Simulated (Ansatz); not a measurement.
# A computed series for Mo: response to strain

The reference is Mo in the bcc (W type) structure (space group Im-3m, No. 229; relaxed with 0.1 eV smearing).

```yaml
crystal:
  lattice:
    - [-1.56504, 1.56504, 1.56504]
    - [1.56504, -1.56504, 1.56504]
    - [1.56504, 1.56504, -1.56504]
  atoms:
    - { symbol: Mo, position: [0.00000, 0.00000, 0.00000] }
```

Cartesian axes are those of the cell as printed.

Strains are applied to the cell and any free atomic positions relax; under biaxial strain the out-of-plane vector relaxes too; under stress the whole cell relaxes.

Levels (all Ansatz, a program for electronic structure, PAW, earlier PAW set): PBEsol (420 eV, no SOC); r2SCAN (500 eV, no SOC); PBEsol+SOC (420 eV, spin-orbit coupling included).

Pressures by level, all at the geometries relaxed with PBEsol:

```json
[
 {"case": "base", "PBEsol": "0.0 GPa", "r2SCAN": "5.7 GPa", "PBEsol+SOC": "0.1 GPa"},
 {"case": "biaxial strain +0.35 %, plane normal [001], relaxed out of plane", "PBEsol": "-1.3 GPa", "r2SCAN": "4.4 GPa", "PBEsol+SOC": "-1.2 GPa"},
 {"case": "biaxial strain +1.04 %, plane normal [001], relaxed out of plane", "PBEsol": "-3.6 GPa", "r2SCAN": "1.9 GPa", "PBEsol+SOC": "-3.5 GPa"},
 {"case": "isotropic strain +1.10 %", "PBEsol": "-8.6 GPa", "r2SCAN": "-3.3 GPa", "PBEsol+SOC": "-8.5 GPa"},
 {"case": "strain tensor (xx, yy, zz, yz, xz, xy) = (+0.32, −2.46, +0.94, +0.72, +1.12, −0.37) %", "PBEsol": "3.8 GPa", "r2SCAN": "9.8 GPa", "PBEsol+SOC": "3.9 GPa"},
 {"case": "uniaxial stress, 3 GPa tension along z", "PBEsol": "-1.0 GPa", "r2SCAN": "4.7 GPa", "PBEsol+SOC": "-0.9 GPa"}
]
```

Single points use the geometry relaxed with PBEsol. Their cutoffs differ, which shifts pressures a little. Differences between runs with and without spin-orbit coupling are approximate. Stability under load was not tested beyond the relaxation. The runs without spin-orbit coupling are not spin-polarised.
